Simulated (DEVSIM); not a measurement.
System: abrupt InP p-n junction, at 350 K.

```
layer (left to right)  material  thickness (μm)  Nd (cm⁻³)  Na (cm⁻³)   τn (s)   τp (s)
---------------------  --------  --------------  ---------  ---------  -------  -------
1                           InP            19.0          -     3.8e17  3.7e-10  3.7e-10
2                           InP             280     2.7e16          -  3.7e-10  3.7e-10
```

Left contact: ohmic. Right contact: ohmic. Voltage is applied to the left contact. Recombination: SRH at mid-gap, radiative, Auger. Mobility is μmin + (μ − μmin)/(1 + (N/Nref)^α).

Constants are typed, rounded textbook-type inputs, not results; the design itself was drawn at random and stands for no fabricated device. Values at 300 K; Nc and Nv go as T^1.5, mobilities as T to minus their exponent, the gap by Varshni's rule with the affinity fixed.

```csv
parameter,InP
gap (eV),1.344
affinity (eV),4.38
permittivity,12.5
Nc (cm⁻³),5.7e17
Nv (cm⁻³),1.1e19
μn (cm²/Vs),5200
μp (cm²/Vs),170
"μn,min",400
"μp,min",10
"Nref,n",3e17
"Nref,p",4.9e17
αn,0.47
αp,0.62
T exponent of μn,2
T exponent of μp,2
B (cm³/s),1.2e-10
Cn (cm⁶/s),9e-31
Cp (cm⁶/s),9e-31
Varshni α (eV/K),0.000363
Varshni β (K),162
```

DEVSIM, 1D drift-diffusion, Boltzmann statistics, complete ionisation; no tunnelling, impact ionisation, image-force lowering or self-heating.

The doping Nd of layer 2 was swept, all else fixed.

```json
[
 {"doping Nd of layer 2 (cm^-3)": "8.1e14", "potential step across the device at zero bias (V)": "1.015", "largest field in the device at zero bias (V/cm)": "37000", "dark forward voltage at 1 A/cm² (V)": "0.780"},
 {"doping Nd of layer 2 (cm^-3)": "2.7e15", "potential step across the device at zero bias (V)": "1.051", "largest field in the device at zero bias (V/cm)": "42000", "dark forward voltage at 1 A/cm² (V)": "0.772"},
 {"doping Nd of layer 2 (cm^-3)": "8.1e15", "potential step across the device at zero bias (V)": "1.084", "largest field in the device at zero bias (V/cm)": "54000", "dark forward voltage at 1 A/cm² (V)": "0.793"},
 {"doping Nd of layer 2 (cm^-3)": "2.7e16", "potential step across the device at zero bias (V)": "1.120", "largest field in the device at zero bias (V/cm)": "89000", "dark forward voltage at 1 A/cm² (V)": "0.824"},
 {"doping Nd of layer 2 (cm^-3)": "8.1e16", "potential step across the device at zero bias (V)": "1.154", "largest field in the device at zero bias (V/cm)": "150000", "dark forward voltage at 1 A/cm² (V)": "0.852"},
 {"doping Nd of layer 2 (cm^-3)": "2.7e17", "potential step across the device at zero bias (V)": "1.190", "largest field in the device at zero bias (V/cm)": "230000", "dark forward voltage at 1 A/cm² (V)": "0.873"}
]
```

From the first row to the last the potential step across the device at zero bias goes from 1.015 to 1.190. From the first row to the last the largest field in the device at zero bias goes from 37000 to 230000.
